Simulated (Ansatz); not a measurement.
We consider cubic perovskite CsPbBr3 (cubic high-temperature phase), described by BLYP (PAW; Ansatz, a first-principles code).

Numerical settings: plane-wave cutoff 520 eV, 6×6×6 k mesh, Fermi–Dirac smearing 0.01 eV, scalar-relativistic PAW data made under PBE.

Cell (measured lattice):

```
CELL_PARAMETERS angstrom
      5.87400     0.00000     0.00000
      0.00000     5.87400     0.00000
      0.00000     0.00000     5.87400
ATOMIC_POSITIONS crystal
  Cs 0.00000 0.00000 0.00000
  Pb 0.50000 0.50000 0.50000
  Br 0.50000 0.00000 0.50000
  Br 0.00000 0.50000 0.50000
  Br 0.50000 0.50000 0.00000
```

What does this level give for the band gap and direct gap at Γ?


- band gap: 1.63 eV
- direct gap at Γ: 5.04 eV

Note: held by symmetry at 0 K, a high-temperature phase can be a saddle point; cell and atoms aren't relaxed at this level (pressure 2.8 GPa).

Spin–orbit coupling is not included; with these elements it can move the gap by several tenths of an eV or more.

The computed numbers hold no vibrational or temperature effects.

Cost on a shared machine: roughly 28 core-seconds.
